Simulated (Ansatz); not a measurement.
Defect migration in monoclinic ZrO2: interstitial N, charge state -1. The step: a concerted move, in which N travels most; the atom moves 2.87 Å along (0.41, -0.17, -0.26) of the unit cell; at the start the N atom holds a host O site and a host atom stands off its site; at the end the N atom holds a host O site and a host atom stands off its site; the moving atom starts with neighbours O at 1.42; Zr at 2.12 Å and ends with O at 1.49; Zr at 2.13 Å. DFT values are from Ansatz (plane-wave PAW, 420 eV unless said) in a cell of 96 host sites, spin-restricted, static, with no finite-size correction. The charge state is imposed; whether it is stable for some Fermi level was not computed. Sites that were not tried may lie lower. The start lies 0.26 eV above the lowest site run (PBE). For the PBE band: the program found a first-order saddle point.

```
Level                                                              Forward barrier (eV)  Cost of the band or of the saddle's single point
-----------------------------------------------------------------  --------------------  ------------------------------------------------
PBE, the Γ point alone, band relaxed                                               1.15                    around 60 core-minutes (rough)
PBE, a 2×2×2 k-point mesh shifted by half a step, same geometries                  1.18                     around 4 core-minutes (rough)
r2SCAN at 500 eV, the Γ point alone, same geometries                               1.23                    around 70 core-seconds (rough)
```

Ansatz is an electronic-structure program.
